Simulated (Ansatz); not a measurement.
A computed series for Ir: response to strain

Take Ir in the fcc (Cu type) structure (space group Fm-3m, No. 225; a = 3.845 Å; relaxed with 0.1 eV smearing) as the base. Axes: x, y, z lie along the cube axes.

Strains are applied to the cell and any free atomic positions relax; under biaxial strain the out-of-plane vector relaxes too.

All numbers come from r2SCAN, PAW, 500 eV (Ansatz, a program for electronic structure; spin-orbit coupling left out).

Candidates:
(a) biaxial strain +0.83 %, plane normal [111], relaxed out of plane
(b) biaxial strain +1.67 %, plane normal [111], relaxed out of plane
(c) biaxial strain +1.25 %, plane normal [111], relaxed out of plane

**Question.** Order them by out-of-plane strain, lowest first.

**Answer.** (b) biaxial strain +1.67 %, plane normal [111], relaxed out of plane (-0.84 %), (c) biaxial strain +1.25 %, plane normal [111], relaxed out of plane (-0.63 %), (a) biaxial strain +0.83 %, plane normal [111], relaxed out of plane (-0.42 %)

Whether these cells are dynamically stable was not tested. The final runs are not spin-polarised.
